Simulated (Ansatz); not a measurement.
Ansatz (a quantum-chemistry and plane-wave program), DFT, LDA, plane waves, its default PAW files: Fe3Si (from the phase in space group 225, mp-2199), 4 atoms, spin-polarised from a ferromagnetic start (4 μB on Fe). Basis and mesh were picked for this test and aren't claimed converged.

cell: 3.98, 3.98, 3.98 Å; 60, 60, 60°
task: single point
k mesh: 6×6×6
hamiltonian.xc: lda
kind of files: paw
scf.occupations.method: fermi_dirac
scf.occupations.width: 0.05 eV
output.forces: true
magnetization.spin_polarized: true
binding of workers (--pin): off
k-point pools (--kpoint-pools): 1
memory maximum (--max-ram): 8GiB
accuracy: medium (default)
basis.precision: auto (default)
basis.xc_grid: 1 (default)
scf.mixing.algorithm: auto (default)
scf.mixing.preconditioner: auto (default)
scf.convergence.dr2_threshold: 1e-07 (default)
scf.lower_state_search: light (default)
k-points after symmetry (for each spin): 16
bands at the start: 39
electrons: 52
plane waves at Γ: 893
cutoff (eV): 420
FFT grid: 27×27×27
symmetry operations: 48

One run each.

All on 4 threads. Base settings, kept where nothing else is said: scf.eigensolver.kind = auto (default), scf.eigensolver.mixed_precision = false (default), scf.eigensolver.cushion = auto (default), scf.eigensolver.full_accuracy = false (default), scf.algorithm = auto (default) (scf.eigensolver.max_subspace_factor, scf.eigensolver.real_solve not set). The settings tried:
- scf.algorithm = density_mixing
- scf.eigensolver.kind = davidson
- scf.eigensolver.mixed_precision = true
- scf.eigensolver.real_solve = false
- scf.eigensolver.kind = davidson, scf.eigensolver.max_subspace_factor = 2
- scf.eigensolver.kind = davidson, scf.eigensolver.cushion = true
- scf.algorithm = direct_min
- scf.eigensolver.kind = davidson, scf.eigensolver.mixed_precision = true
- scf.eigensolver.kind = davidson, scf.eigensolver.max_subspace_factor = 6
- scf.eigensolver.full_accuracy = true
- the base settings

Q: Predict which of these converge in the fewest applications of H to a band.

A: Fewest applications of H to a band, with those close behind: scf.eigensolver.real_solve = false (32084); the base settings (32362); scf.algorithm = density_mixing (32362). Most among those that reach the base run's result: scf.algorithm = direct_min (148780). All converged.

```
setting                                                                   applications of H to a band  SCF iterations (all cycles of the run, searches included)        end
------------------------------------------------------------------------  ---------------------------  ---------------------------------------------------------  ---------
scf.eigensolver.real_solve = false                                                              32084                                                         14  converged
the base settings                                                                               32362                                                         14  converged
scf.algorithm = density_mixing                                                                  32362                                                         14  converged
scf.eigensolver.kind = davidson                                                                 47853                                                         14  converged
scf.eigensolver.kind = davidson, scf.eigensolver.max_subspace_factor = 6                        47853                                                         14  converged
scf.eigensolver.kind = davidson, scf.eigensolver.max_subspace_factor = 2                        49462                                                         14  converged
scf.eigensolver.kind = davidson, scf.eigensolver.cushion = true                                 50102                                                         14  converged
scf.eigensolver.kind = davidson, scf.eigensolver.mixed_precision = true                         57023                                                         15  converged
scf.eigensolver.mixed_precision = true                                                          57023                                                         15  converged
scf.eigensolver.full_accuracy = true                                                            80364                                                         15  converged
scf.algorithm = direct_min                                                                     148780                                                          9  converged
```

An iteration's cost differs between solvers, so these counts don't give the time.

Keys are those of Ansatz 0.2.
